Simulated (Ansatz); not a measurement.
# How the lattice parameter a of GeS (model structure, started from the wurtzite type, P6₃mc, No. 186, 4 atoms in the cell) moves with the method

No measured value is used here.

| level (code) | value (Å) |
|---|---|
| PBE (Ansatz) | 4.616 |
| PBEsol (Ansatz) | ___ |
| PBE-D3(BJ) (Ansatz) | 4.617 |

Question: Fill in the missing entries.

Answer: 
- PBEsol (Ansatz, a first-principles code), value (Å): 4.532

PBE-D3(BJ): a distance lies near a switch of the dispersion term, which can move the cell. Ansatz's density-functional and Hartree–Fock values are scalar-relativistic unless marked +SOC, with PAW data made under PBE.

A model structure was made by putting elements into a prototype or built by hand; it is no filed structure, need not be a known phase, and can be a saddle point held by its symmetry.
